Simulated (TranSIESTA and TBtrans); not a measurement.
**Pb chain with one S atom inserted**

Device: Pb chain with one S atom inserted. Leads: straight Pb chain, spacing 3.021 Å. Geometry: 3 atoms about the centre moved by SIESTA (PBE, DZP) to a largest force of 0.01 eV/Å, all others as built, motion along the axis alone.

Computed with TranSIESTA and TBtrans, PBE, DZP numerical orbitals (energy shift 0.15 eV), PseudoDojo norm-conserving scalar-relativistic potentials, mesh cutoff 200 Ry, 300 K, no spin polarisation, no spin-orbit coupling; self-consistent non-equilibrium Green functions.

```
Quantity                           Value
---------------------------------  -----
Conductance at 300 K (G0 = 2e²/h)   2.21
Mean T from −0.5 to 0.5 eV          2.03
```

Energies count from the leads' Fermi level. Transmissions are for one spin of a degenerate pair. The energy step is 0.01 eV; narrower resonances are cut or missed.

| E (eV) | T | lead channels |
|---|---|---|
| -2.00 | 0.21 | 1 |
| -1.80 | 0.32 | 1 |
| -1.60 | 0.40 | 1 |
| -1.40 | 0.47 | 1 |
| -1.20 | 0.53 | 1 |
| -1.00 | 0.57 | 1 |
| -0.80 | 0.61 | 1 |
| -0.60 | 0.65 | 1 |
| -0.40 | 1.66 | 3 |
| -0.20 | 2.14 | 3 |
| 0.00 | 2.21 | 3 |
| 0.20 | 2.16 | 3 |
| 0.40 | 2.08 | 3 |
| 0.60 | 2.02 | 3 |
| 0.80 | 1.98 | 3 |
| 1.00 | 1.96 | 3 |
| 1.20 | 1.96 | 3 |
| 1.40 | 1.98 | 3 |
| 1.60 | 1.99 | 3 |
| 1.80 | 2.02 | 3 |
| 2.00 | 2.04 | 3 |

The straight chain is held at its spacing; free chains may zigzag or dimerise. No spin-polarised start was tried, so a magnetic state, if there is one, is missed. Spin-orbit coupling, left out here, matters for the heavy atoms.
